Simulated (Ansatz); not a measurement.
An Ansatz (a first-principles code) run: hypothetical I4/mmm Ge; Ansatz, PBEsol, PAW, cutoff 420 eV, no spin-orbit coupling.

Input:

Ansatz 0.2 input:
```yaml
crystal:
  lattice:
    - [-3.4741021046, 3.4741021046, 2.0055912611]
    - [3.4741021046, -3.4741021046, 2.0055912611]
    - [3.4741021046, 3.4741021046, -2.0055912611]
  atoms:
    - { symbol: Ge, position: [0.1786228178, 0.1786228178, 0.3572456357] }
    - { symbol: Ge, position: [0.1786228178, 0.8213771822, 0] }
    - { symbol: Ge, position: [0.8213771822, 0.1786228178, 0] }
    - { symbol: Ge, position: [0.8213771822, 0.8213771822, 0.6427543643] }
basis: { ecutwfc: 420, ecutrho_ratio: 4, xc_grid: 2, fft_grid_basis: typed }
kpoints: { mp_grid: { grid: [13, 13, 13] } }
hamiltonian:
  xc: pbesol
  dispersion: none
  pseudopotentials: { kind: paw }
scf: { occupations: { method: fermi_dirac, width: 0.05 }, convergence: { dr2_threshold: 0.0000000004 } }
output: { forces: true, stress: true }
```

Output (explanatory and most iteration lines left out):

```
Pseudopotential: Ge, paw, valence charge 14
Crystal: 4 atoms, lattice volume = 96.825 Å³
Basis set: ecut = 420 eV, 1883 PW (Γ), exchange–correlation on 72×72×72 points (8 copies of the dense FFT grid, shifted against one another)
Bands: 32, of which v1, the nominal top of the filled ones, is band 28 counted from 1 (27 counted from 0)
Symmetry: 16 space group operations
Space group: I4/mmm (ITA 139), of the structure as read, at distance tolerance 4.6e-5 Å
k-points: 196 of 2197
Functional: x = pbesol(κ = 0.804, μ = 0.12345679012345678), c = pbesol(β = 0.046)
SCF iter   1: F=—  HF=-17013.613163 eV  |F-HF|=—  |Δ(HF+E_count)|=         —  Δρ=1.83e-3  dr2=3.12e-3  ethr=1.77e-3  ⟨swp⟩=6.1  Hψ=23621  notcnv=0
SCF iter   2: F=—  HF=-17013.609950 eV  |F-HF|=—  |Δ(HF+E_count)|=   3.21e-3  Δρ=1.26e-3  dr2=1.61e-3  ethr=5.57e-6  ⟨swp⟩=2.5  Hψ=13373  notcnv=0
SCF 1 converged in 11 iterations: F = -17013.609865 eV  dr2 = 3.65e-11
SCF converged after 11 iterations
Free energy (F): -17013.609865 eV
Internal energy: -17013.608294 eV  (E = F + TS)
E sigma→0 (E₀):  -17013.609080 eV
Entropy (-TS):   -0.001571 eV (-0.393 meV/atom)
Fermi energy:    7.572603 eV
--- Forces (eV/Å), atoms counted from 1 ---
  atom   1  Ge     0.00037924     0.00037924     0.00000000
  atom   2  Ge    -0.00037924     0.00037924    -0.00000000
  atom   3  Ge     0.00037924    -0.00037924    -0.00000000
  atom   4  Ge    -0.00037924    -0.00037924     0.00000000
--- Stress (GPa, compression-positive) ---
       -0.000492       0.000000       0.000000
        0.000000      -0.000492       0.000000
        0.000000       0.000000      -0.003589
  P = ⅓ Tr σ = -0.0015 GPa (-0.015 kbar)
```

Stability against distortions was not tested. The cell is Ge (space group I4/mmm, No. 139; a hypothetical phase, not in the database extracts checked).
